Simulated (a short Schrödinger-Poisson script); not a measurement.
Solved with a short Schrödinger-Poisson script written for these runs: one-band effective-mass equation with BenDaniel-Duke matching, electrons, heavy and light holes apart, hard walls at the outer ends, one valence edge for both holes (no strain splitting), no charge, excitons, band mixing or non-parabolicity; under a field the levels are quasi-bound states of a box, listed while three quarters of their weight lies within 4 nm of the wells.

System: single In0.3Ga0.7N/GaN quantum well.

| layer | material | thickness (nm) | built-in field (kV/cm) |
|---|---|---|---|
| 1 | GaN | 12 | - |
| 2 | In0.3Ga0.7N | 4 | 4300 |
| 3 | GaN | 12 | - |

The device is made up for the run: typed textbook-type constants, with dimensions and the other settings drawn at random. In0.3Ga0.7N: direct gap (eV) 2.326, conduction-band edge (eV) 0, electron mass (mₑ) 0.161, heavy-hole mass 1.7, light-hole mass 0.3. GaN: direct gap (eV) 3.43, conduction-band edge (eV) 0.773, electron mass (mₑ) 0.2, heavy-hole mass 1.9, light-hole mass 0.33.

The valence-band edge of each layer lies one gap below its conduction-band edge. The electron's potential energy rises along the stack by the applied field and, inside the well alone, by the built-in field (unscreened; none in the barriers). Mesh 0.03 nm at interfaces.

Gate and field steps stay those of the base.

One input was changed, with this effect: e1-hh1 transition at zero applied field 1.389 → 1.396 eV; shift of e1-hh1 at 200 kV/cm little changed (-67.2 meV); squared e1-hh1 overlap at zero applied field little changed (0.0003).

Task: Which change was it?
A. built-in field of the well 4300 → 3200 kV/cm
B. well width 4 → 3.2 nm
C. well width 4 → 8 nm
D. heavy-hole mass in the well 1.7 → 1.4 mₑ

Result: D, heavy-hole mass in the well 1.7 → 1.4 mₑ

Excitons, screening of the built-in field, fields in the barriers and alloy fluctuations are left out, and strain enters only through the typed gaps and offsets, so measured lines lie elsewhere.
